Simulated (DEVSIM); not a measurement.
System: Pd/AlN/p-GaAs capacitor, at 300 K.

Layer 1 from the left is AlN, thickness (nm) 2.70. Layer 2 from the left is GaAs, thickness (nm) 2100, Na (cm⁻³) 9.1e16.

Metal gate on the left, work function 5.2 eV. Fixed charge at the semiconductor interface -6.8e10 cm⁻² (in units of +e); interface traps 2.5e11 cm⁻² eV⁻¹, uniform in energy, neutral level at 0.5 of the gap above the valence band.

This is a model device: material constants are rounded textbook-type values typed into the input, and sizes, dopings and lifetimes were drawn at random. Values at 300 K.

AlN: gap (eV) 6.1, affinity (eV) 1.9, permittivity 8.5. GaAs: gap (eV) 1.424, affinity (eV) 4.07, permittivity 12.9, Nc (cm⁻³) 4.7e17, Nv (cm⁻³) 9e18.

Model (solved in DEVSIM): 1D Poisson equation in equilibrium, Boltzmann statistics, complete ionisation; no quantum confinement or tunnelling. Metal contacts follow the ideal Schottky-Mott rule: no Fermi-level pinning, no interface dipoles.

Question: What does the simulation give for the threshold voltage (band bending 2φF), the flat-band voltage, the minimum of the low-frequency capacitance?

Answer: threshold voltage (band bending 2φF) 1.17 V; flat-band voltage -0.18 V; minimum of the low-frequency capacitance 0.123 μF/cm².
